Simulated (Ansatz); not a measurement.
Electronic density of states of amorphous Hf₁₂O₃₃La₆, density 7.89 g/cm³, on a 2×2×2 Γ-centred mesh with a Gaussian width of 0.1 eV; energies count from the Fermi level, whose place inside the gap is arbitrary. Cell and mesh are small, so fine structure isn't converged. These are PBE, scalar-relativistic without spin-orbit coupling (plane waves to 420 eV, PAW; Ansatz, a quantum-chemistry and plane-wave program) values and carry that method's errors. Sampling: a 2×2×2 Γ-centred mesh; Fermi-Dirac width 0.02 eV; no spin polarisation.

It comes from a melt-quench run on a machine-learned potential (CHGNet), relaxed afterwards by DFT. O atoms were pushed apart under 1.9 Å during the dynamics, to hinder bonds among them. The hot cell started wider than the set density and was brought back towards it in steps. It is the lowest in DFT energy of 2 quenches. It is a model cell: composition and starting density were chosen by hand, and all elements were melted together. No dispersion term was used. Its density started from a set value of 8.12 and ended at 7.89 g/cm³. The simulated quench (nominally 450 K/ps over its main leg) is rapid and tends to freeze in more defects than a deposited or slowly cooled glass has. One small periodic cell is one sample of the glass; other quenches scatter about these values. The volume was free in the relaxation, at fixed shape. Stress components on the final sampling reach 2.3 GPa.

(E - EF (eV), states/(eV atom)): (-12.00, 6.41); (-11.90, 7.72); (-11.80, 5.35); (-11.70, 1.07); (-11.60, 0.05); (-11.50, 0.00); (-11.40, 0.00); (-11.30, 0.00); (-11.20, 0.00); (-11.10, 0.00); (-11.00, 0.00); (-10.90, 0.00); (-10.80, 0.00); (-10.70, 0.00); (-10.60, 0.00); (-10.50, 0.00); (-10.40, 0.00); (-10.30, 0.00); (-10.20, 0.00); (-10.10, 0.00); (-10.00, 0.00); (-9.90, 0.00); (-9.80, 0.00); (-9.70, 0.00); (-9.60, 0.00); (-9.50, 0.00); (-9.40, 0.00); (-9.30, 0.00); (-9.20, 0.00); (-9.10, 0.00); (-9.00, 0.00); (-8.90, 0.00); (-8.80, 0.00); (-8.70, 0.00); (-8.60, 0.00); (-8.50, 0.00); (-8.40, 0.00); (-8.30, 0.00); (-8.20, 0.00); (-8.10, 0.00); (-8.00, 0.00); (-7.90, 0.00); (-7.80, 0.00); (-7.70, 0.00); (-7.60, 0.00); (-7.50, 0.00); (-7.40, 0.00); (-7.30, 0.00); (-7.20, 0.00); (-7.10, 0.00); (-7.00, 0.00); (-6.90, 0.00); (-6.80, 0.00); (-6.70, 0.00); (-6.60, 0.03); (-6.50, 0.18); (-6.40, 0.30); (-6.30, 0.35); (-6.20, 0.44); (-6.10, 0.50); (-6.00, 0.52); (-5.90, 0.58); (-5.80, 0.70); (-5.70, 0.75); (-5.60, 0.77); (-5.50, 0.79); (-5.40, 0.78); (-5.30, 0.86); (-5.20, 0.86); (-5.10, 0.85); (-5.00, 0.92); (-4.90, 0.87); (-4.80, 0.87); (-4.70, 0.85); (-4.60, 0.89); (-4.50, 0.90); (-4.40, 0.88); (-4.30, 0.93); (-4.20, 0.94); (-4.10, 0.94); (-4.00, 0.93); (-3.90, 0.92); (-3.80, 0.86); (-3.70, 0.89); (-3.60, 0.98); (-3.50, 1.04); (-3.40, 1.02); (-3.30, 0.97); (-3.20, 1.04); (-3.10, 1.07); (-3.00, 1.05); (-2.90, 1.10); (-2.80, 1.14); (-2.70, 1.18); (-2.60, 1.14); (-2.50, 1.16); (-2.40, 1.17); (-2.30, 1.05); (-2.20, 0.77); (-2.10, 0.57); (-2.00, 0.39); (-1.90, 0.10); (-1.80, 0.01); (-1.70, 0.00); (-1.60, 0.00); (-1.50, 0.00); (-1.40, 0.00); (-1.30, 0.00); (-1.20, 0.00); (-1.10, 0.00); (-1.00, 0.00); (-0.90, 0.00); (-0.80, 0.00); (-0.70, 0.00); (-0.60, 0.00); (-0.50, 0.00); (-0.40, 0.00); (-0.30, 0.00); (-0.20, 0.00); (-0.10, 0.00); (0.00, 0.00); (0.10, 0.00); (0.20, 0.00); (0.30, 0.00); (0.40, 0.00); (0.50, 0.00); (0.60, 0.00); (0.70, 0.00); (0.80, 0.00); (0.90, 0.00); (1.00, 0.00); (1.10, 0.00); (1.20, 0.00); (1.30, 0.00); (1.40, 0.00); (1.50, 0.00); (1.60, 0.00); (1.70, 0.00); (1.80, 0.00); (1.90, 0.04); (2.00, 0.18); (2.10, 0.38); (2.20, 0.59); (2.30, 0.88); (2.40, 1.30); (2.50, 1.53); (2.60, 1.62); (2.70, 1.73); (2.80, 1.67); (2.90, 1.58); (3.00, 1.61)

The gap on this mesh is 3.94 eV; the broadening fills part of it in the curve.
